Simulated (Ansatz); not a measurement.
A self-consistent single point of Ta2H (P2, 3 atoms in the cell) with Ansatz (a quantum-chemistry and plane-wave program).

Method: LDA (PW92), default PAW files made with PBE (plane waves; Ansatz).

```
Ta2H
1.0
    1.72910    -2.38333     0.00000
    1.72910     2.38333     0.00000
    0.00000     0.00000     4.78236
Ta H
2 1
Direct
  0.00000   0.50000   0.27503
  0.50000   0.00000   0.73543
  0.00000   0.00000   0.00000
```

Reference input (self-consistent single point, DFT, LDA (PW92), plane waves, default PAW files made with PBE): basis.ecutwfc = 420 eV; kpoints.mp_grid.grid = 12 12 7; hamiltonian.xc = lda; hamiltonian.pseudopotentials = {kind: paw} (the program's default PAW files); scf.occupations.method = fermi_dirac; scf.occupations.width = 0.1 eV. This run's input differs from it in these lines:

Ansatz 0.2 input:
```diff
@@ -13,3 +13,3 @@
   mp_grid:
-    grid: [12, 12, 7]
+    grid: [9, 9, 5]
 hamiltonian:
@@ -21,3 +21,3 @@
     method: fermi_dirac
-    width: 0.1
+    width: 0.02
 output:
```

The program printed (abridged):

```
SCF iter   1: F=—  HF=-19381.325831 eV  |F-HF|=—  |Δ(HF+E_count)|=         —  Δρ=6.45e-3  dr2=1.58e-2  ethr=1.77e-3  ⟨swp⟩=6.2  Hψ=10115  notcnv=0
all-band conjugate gradients solve this SCF's bands
preconditioner: auto → none
SCF iter   2: F=—  HF=-19381.322596 eV  |F-HF|=—  |Δ(HF+E_count)|=   3.24e-3  Δρ=3.73e-3  dr2=5.71e-3  ethr=5.86e-5  ⟨swp⟩=2.0  Hψ=3759  notcnv=0  defer=11
   [... lines left out ...]
SCF iter   4: F=—  HF=-19381.320928 eV  |F-HF|=—  |Δ(HF+E_count)|=   1.60e-5  Δρ=8.56e-5  dr2=1.70e-6  ethr=1.32e-7  ⟨swp⟩=2.0  Hψ=3804  notcnv=0  defer=20
SCF iter   5: F=—  HF=-19381.320927 eV  |F-HF|=—  |Δ(HF+E_count)|=   3.08e-7  Δρ=1.72e-5  dr2=2.62e-7  ethr=6.29e-9  ⟨swp⟩=2.1  Hψ=2913  notcnv=0  defer=20
SCF iter   6: F=—  HF=-19381.320927 eV  |F-HF|=—  |Δ(HF+E_count)|=   3.55e-8  Δρ=9.53e-6  dr2=1.06e-7  ethr=3.70e-10  ⟨swp⟩=5.5  Hψ=8008  notcnv=0
SCF iter   7: F=-19381.320927 eV  HF=-19381.320927 eV  |F-HF|=9.60e-9  |Δ(HF+E_count)|=   2.46e-8  Δρ=3.87e-6  dr2=1.10e-8  ethr=3.70e-10  ⟨swp⟩=4.0  Hψ=6462  notcnv=0
SCF 1 converged in 7 iterations: F = -19381.320927 eV  dr2 = 1.10e-8
Free energy (F): -19381.320927 eV
Internal energy: -19381.318748 eV  (E = F + TS)
E sigma→0 (E₀):  -19381.319838 eV
Entropy (-TS):   -0.002180 eV (-0.727 meV/atom)
Fermi energy:    17.102837 eV
--- Forces (eV/Å), atoms counted from 1 ---
  atom   1  Ta     0.00000000     0.00000000    -0.44917409
  atom   2  Ta    -0.00000000     0.00000000     0.28326461
  atom   3  H     -0.00000000    -0.00000000     0.16590246
--- Stress (GPa, compression-positive) ---
      -11.747022      -0.477606       0.000000
       -0.477606     -10.589787      -0.000000
        0.000000      -0.000000     -10.644742
  P = ⅓ Tr σ = -10.9939 GPa (-109.939 kbar)
  The stress holds the Pulay correction. Without it, at fixed plane waves, as pw.x and ABINIT print it: P = -11.0822 GPa
```

The run converged in 7 iterations. Against the reference run the free energy rises by 11.1 meV/atom, the pressure stays near -10.99 GPa while the yy stress (positive for compression) goes from -11.19 to -10.59 GPa and the largest force goes from 0.464 to 0.449 eV/Å.

The starting cell comes from a database of computed structures (which also holds hypothetical and non-ambient phases and stackings), without a prior relaxation at this level. Its lattice was rescaled by up to half a per cent. One atom was moved a little off its site on purpose. Spin polarisation is off. With a pressure of about -11 GPa the cell is away from its equilibrium volume at this level. Ansatz's pressure includes its estimate of the finite-basis (Pulay) stress.
